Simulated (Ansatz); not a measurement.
# Zr: tensor shear ε_xz = +1.14 %

Base system: Zr in the hcp (Mg type) structure (space group P6_3/mmc, No. 194; a = 3.244 Å, c = 5.158 Å; relaxed with 0.1 eV smearing). Axes: x lies along a and z along c of the hexagonal cell.

One thing is altered: tensor shear ε_xz = +1.14 % (engineering shear γ = 0.0228); the atoms relax in the strained cell.

Computed with r2SCAN, PAW, 500 eV (Ansatz, a first-principles code; spin-orbit coupling left out). k-mesh 20×20×11 (Γ-centred); smearing 0.1 eV (Fermi–Dirac).

| quantity | base | changed | shift |
|---|---|---|---|
| space group | P6_3/mmc (No. 194) | C2/c (No. 15) | – |
| shortest interatomic distance | 3.187 Å | 3.158 Å | -0.0299 Å |
| energy relative to the base (free energy F) | 0 meV/atom | +1.2 meV/atom | +1.2 meV/atom |
| pressure (mean of the normal stresses, compression positive) | 0.0 GPa | 0.0 GPa | 0.0 GPa |
| band gap | zero | zero | – |
| stress (xx, yy, zz, yz, xz, xy; compression positive) | – | (0.0, 0.0, 0.0, 0.0, -0.7, 0.0) GPa | – |

Whether these cells are dynamically stable was not tested. The final runs are not spin-polarised.
